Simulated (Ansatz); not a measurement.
## Li: pressure series

Consider Li (space group R-3m, No. 166).

```xyz
3
Lattice="1.5308 0.8838 7.4703 -1.5308 0.8838 7.4703 0.0000 -1.7676 7.4703" Properties=species:S:1:pos:R:3 pbc="T T T"
Li     0.0000     0.0000    17.4303
Li     0.0000     0.0000     4.9807
Li     0.0000     0.0000     0.0000
```

Cell and atoms are relaxed at each pressure.

Computed with PBEsol (Ansatz, a program for electronic structure, PAW, scalar-relativistic without spin-orbit coupling).

Candidates:
(a) pressure −1 GPa
(b) pressure 1.5 GPa
(c) pressure 10 GPa

For the base:

The c/a ratio comes out as 7.320.

Problem. Order them by c/a ratio, highest first.

Solution. (c) pressure 10 GPa (7.406), (b) pressure 1.5 GPa (7.383), (a) pressure −1 GPa (7.372)

Load acts through the strain it causes; cell and atoms are relaxed under it. Whether these cells are dynamically stable was not tested. Competing high-pressure phases were not computed. This is not the structure that Li has at room temperature and ambient pressure.
